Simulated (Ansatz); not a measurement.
C11b WSi₂ was calculated with r²SCAN+rVV10 (plane waves, PAW; Ansatz, a first-principles code).

Numerical settings: plane-wave cutoff 500 eV, 18×18×18 k mesh, Fermi–Dirac smearing 0.05 eV, no spin polarisation, scalar-relativistic PAW data made under PBE.

Computed at the level's own relaxed cell.

What does this level give for the equilibrium volume per atom, lattice parameter a and c axis length?


* **equilibrium volume per atom**: 13.35 Å³/atom
* **lattice parameter a**: 3.205 Å
* **c axis length**: 7.796 Å

Measured, for comparison: lattice constant a 3.214 Å, lattice parameter c 7.831 Å (temperature not stated, not corrected to a static lattice; as tabulated in Pavlosiuk et al. (2022), arXiv:2202.05362). Computed (rounded) less measured: lattice constant a -0.3 %, lattice parameter c -0.4 %. A static lattice is as a rule a little smaller and stiffer than an uncorrected measurement, which narrows the difference in the lattice parameter c and would widen misses of the other sign.

Spin–orbit coupling is not included.

Static lattice: no zero-point or thermal effects.

Computing time: roughly 4 core-minutes.
